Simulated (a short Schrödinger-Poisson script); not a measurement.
# Gated Al0.33Ga0.67N/GaN polarisation-induced gas

System: gated Al0.33Ga0.67N/GaN polarisation-induced gas, at 77 K.

| layer | material | thickness (nm) | Na (cm⁻³) |
|---|---|---|---|
| 1 | Al0.33Ga0.67N | 20 | - |
| 2 | GaN | 6000 | 1e14 |

The device is made up for the run: typed textbook-type constants, with dimensions and the other settings drawn at random. Al0.33Ga0.67N: permittivity 9.3, conduction-band edge (eV) 0.462, gap (eV) 4.09, electron mass (mₑ) 0.24, Nv at 300 K (cm⁻³) 4.6e19. GaN: permittivity 9.5, conduction-band edge (eV) 0, gap (eV) 3.43, Nv at 300 K (cm⁻³) 4.6e19.

Channel valleys (confinement mass, in-plane density-of-states mass, number): Γ 0.2, 0.2, 1. At the gate the conduction-band edge of layer 1 lies 1.17 eV − eVg above the Fermi level of the channel; the field vanishes at the back. Sheet of polarisation charge: +1.6e13 e/cm² at 20 nm from the gate. The barrier under the gate holds no holes. Gaps are held at their typed values at every temperature. Mesh 0.08 nm at interfaces.

Solved with a short Schrödinger-Poisson script written for these runs: 1D Poisson equation in equilibrium, electrons quantum, Hartree (BenDaniel-Duke, 40 states a valley, the channel's in-plane mass for all, wave functions free to enter the barrier), parabolic valleys, classical holes, full ionisation, no traps, pinning or gate leakage.

| Vg (V) | electrons (cm⁻²) | in the channel layer | C (μF/cm²) | Γ E0 (meV) | Γ E1 (meV) |
|---|---|---|---|---|---|
| 0.5 | 1.43e13 | 1.29e13 | 0.398 | -151.6 | -18.0 |
| 0.1 | 1.33e13 | 1.21e13 | 0.396 | -142.1 | -15.6 |
| -0.3 | 1.23e13 | 1.14e13 | 0.395 | -132.4 | -13.3 |
| -0.7 | 1.13e13 | 1.05e13 | 0.393 | -122.7 | -11.1 |
| -1.1 | 1.04e13 | 9.72e12 | 0.392 | -112.8 | -8.9 |
| -1.5 | 9.39e12 | 8.87e12 | 0.391 | -102.9 | -6.7 |
| -1.9 | 8.41e12 | 8.01e12 | 0.389 | -92.8 | -4.6 |
| -2.3 | 7.45e12 | 7.13e12 | 0.388 | -82.6 | -2.4 |
| -2.7 | 6.48e12 | 6.25e12 | 0.386 | -72.4 | -0.1 |
| -3.1 | 5.52e12 | 5.35e12 | 0.384 | -62.0 | 2.2 |
| -3.5 | 4.56e12 | 4.45e12 | 0.382 | -51.6 | 4.7 |
| -3.9 | 3.61e12 | 3.54e12 | 0.379 | -41.0 | 7.4 |
| -4.3 | 2.67e12 | 2.63e12 | 0.376 | -30.3 | 10.2 |
| -4.7 | 1.74e12 | 1.72e12 | 0.370 | -19.4 | 13.1 |
| -5.1 | 8.28e11 | 8.25e11 | 0.357 | -7.4 | 16.5 |
| -5.5 | 1.42e10 | 1.42e10 | 0.167 | 25.7 | 37.0 |

Gate voltages with under 1e6 electrons/cm² are left out.

Subbands count from the Fermi level.
